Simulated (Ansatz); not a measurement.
Band structure of Ti5FeSn3 (P6_3/mcm, 18 atoms in the cell).

```yaml
crystal:
  lattice:
    - [8.17202, 0.00000, 0.00000]
    - [-4.08601, 7.07718, 0.00000]
    - [0.00000, 0.00000, 5.41253]
  atoms:
    - { symbol: Ti, position: [0.00000, 0.75921, 0.75000] }
    - { symbol: Ti, position: [0.00000, 0.24079, 0.25000] }
    - { symbol: Ti, position: [0.24079, 0.00000, 0.25000] }
    - { symbol: Ti, position: [0.75921, 0.00000, 0.75000] }
    - { symbol: Ti, position: [0.24079, 0.24079, 0.75000] }
    - { symbol: Ti, position: [0.75921, 0.75921, 0.25000] }
    - { symbol: Ti, position: [0.66667, 0.33333, 0.50000] }
    - { symbol: Ti, position: [0.33333, 0.66667, 0.50000] }
    - { symbol: Ti, position: [0.33333, 0.66667, 0.00000] }
    - { symbol: Ti, position: [0.66667, 0.33333, 0.00000] }
    - { symbol: Fe, position: [0.00000, 0.00000, 0.50000] }
    - { symbol: Fe, position: [0.00000, 0.00000, 0.00000] }
    - { symbol: Sn, position: [0.00000, 0.39892, 0.75000] }
    - { symbol: Sn, position: [0.00000, 0.60108, 0.25000] }
    - { symbol: Sn, position: [0.60108, 0.00000, 0.25000] }
    - { symbol: Sn, position: [0.39892, 0.00000, 0.75000] }
    - { symbol: Sn, position: [0.60108, 0.60108, 0.75000] }
    - { symbol: Sn, position: [0.39892, 0.39892, 0.25000] }
```

Method of the run: LDA (PW92), default PAW files made with PBE (plane waves; Ansatz, a quantum-chemistry and plane-wave program).

Settings: basis.ecutwfc = 420 eV; kpoints.mp_grid.grid = 3 3 3; hamiltonian.xc = lda; hamiltonian.pseudopotentials = {kind: paw} (the program's default PAW files); scf.occupations.method = methfessel_paxton; scf.occupations.width = 0.136 eV; kpoints.band_path.npoints = 16.

The starting cell comes from a database of computed structures (which also holds hypothetical and non-ambient phases and stackings), without a prior relaxation at this level. Its lattice was rescaled by a random factor within 2.5 % of one. Spin polarisation is off.

Levels in eV from the Fermi level, bands 114 to 121:
```json
[
 {"point": "Γ", "114": "-0.79", "115": "-0.65", "116": "-0.56", "117": "-0.09", "118": "-0.09", "119": "-0.02", "120": "-0.02", "121": "0.25"},
 {"point": "M", "114": "-0.60", "115": "-0.51", "116": "-0.49", "117": "-0.33", "118": "-0.31", "119": "-0.22", "120": "0.00", "121": "0.06"},
 {"point": "K", "114": "-0.50", "115": "-0.39", "116": "-0.38", "117": "-0.38", "118": "-0.24", "119": "-0.24", "120": "-0.23", "121": "0.06"},
 {"point": "A", "114": "-0.30", "115": "0.06", "116": "0.06", "117": "0.06", "118": "0.06", "119": "0.35", "120": "0.35", "121": "0.81"},
 {"point": "L", "114": "-0.10", "115": "-0.03", "116": "-0.03", "117": "0.22", "118": "0.22", "119": "0.41", "120": "0.41", "121": "0.51"},
 {"point": "H", "114": "-0.03", "115": "-0.01", "116": "-0.01", "117": "0.34", "118": "0.34", "119": "0.34", "120": "0.34", "121": "0.52"}
]
```

Bands cross the Fermi level along this path, so the cell is metallic at this level.

Keys are those of Ansatz 0.2.
